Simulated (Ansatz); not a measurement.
Data:

End structure of the (111)A surface of zinc-blende GaAs, Ga-terminated, NH2 on every top atom (bottom of the slab: 3 H on 4 bottom sites):

```xyz
47
Lattice="8.1256 0.0000 0.0000 -4.0628 7.0370 0.0000 0.0000 0.0000 31.0000" Properties=species:S:1:pos:R:3 pbc="T T T"
As     0.0277    -0.0149     9.8028
As     4.0356    -0.0150     9.8027
As    -2.0318     3.5511     9.8026
As     2.0310     3.5193     9.2817
Ga     2.0318     1.3559    10.4641
Ga     6.0944     1.1736    10.4798
Ga     0.1576     4.6007    10.4639
Ga     3.9044     4.6009    10.4638
As     2.0314     1.1728    12.9517
As     6.0942     1.1728    12.9517
As     0.0000     4.6913    12.9517
As     4.0628     4.6913    12.9517
Ga     0.0000     2.3457    13.7810
Ga     4.0628     2.3457    13.7810
Ga    -2.0314     5.8641    13.7810
Ga     2.0314     5.8641    13.7810
As     0.0078     2.3490    16.2579
As     4.0750     2.3487    16.2585
As    -2.0374     5.8687    16.2595
As     2.0237     5.8717    16.2585
Ga    -0.0099     0.0033    17.1219
Ga     4.0556     0.0040    17.1267
Ga    -2.0194     3.5194    17.1237
Ga     2.0435     3.5219    17.1152
As     0.0002    -0.0176    19.5753
As     4.0611    -0.0168    19.5828
As    -2.0234     3.5006    19.5782
As     2.0395     3.5030    19.5687
Ga     2.0360     1.1371    20.4826
Ga     6.1030     1.1298    20.4881
Ga     0.0036     4.6477    20.4835
Ga     4.0635     4.6496    20.4818
H     -0.0297     0.0185     8.2783
H      4.0935     0.0187     8.2781
H     -2.0320     3.4845     8.2781
N      1.8886     1.0806    22.3638
H      2.7946     0.9860    22.8287
H      1.4529     1.9359    22.7247
N      5.9880     1.0492    22.3702
H      6.9069     0.9721    22.8131
H      5.5378     1.8862    22.7539
N      0.1431     4.5584    22.3651
H      0.5905     5.3999    22.7429
H     -0.7682     4.4740    22.8220
N      4.1858     4.5721    22.3647
H      4.6213     5.4195    22.7434
H      3.2699     4.4818    22.8115
```

Set-up: 47 atoms, 14.9 Å thick at the start with caps and adatoms; mesh 3x3x1; 0.025 eV smearing; dipole correction on; 8 atoms held, the rest relaxed; no symmetry held; spin-polarised, no spin-orbit, no U. The slab shows no gap on its mesh. The starting moment vanished. It is one candidate, not shown to be the stable structure of the face.

Task: Estimate the work function of the top face that Ansatz (an electronic-structure program) with PBE returns for this input.

Result: 5.20 eV
